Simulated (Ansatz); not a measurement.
Si: Si → Re

Start from Si in the diamond structure (space group Fd-3m, No. 227; a = 5.434 Å).

It is then changed as follows: full substitution Si → Re; the structure is relaxed again.

Calculations: PBEsol, PAW, 420 eV (Ansatz, an electronic-structure program; no SOC). k-mesh 14×14×14 (Γ-centred); smearing 0.05 eV (Fermi–Dirac), for the changed cell.

```json
[
 {"quantity": "density", "base": "2.33 g/cm³", "changed": "14.13 g/cm³", "shift": "+11.807 g/cm³"},
 {"quantity": "lattice parameter a", "base": "5.434 Å", "changed": "5.594 Å", "shift": "+0.160 Å"},
 {"quantity": "space group", "base": "Fd-3m (No. 227)", "changed": "Fd-3m (No. 227)", "shift": "–"},
 {"quantity": "shortest interatomic distance", "base": "2.353 Å", "changed": "2.422 Å", "shift": "+0.069 Å"},
 {"quantity": "band gap", "base": "0.47 eV", "changed": "zero", "shift": "–"}
]
```

Stability against distortions was not tested. As relaxed here, Re is a hypothetical phase, not in the database extracts checked. All final runs are without spin polarisation.
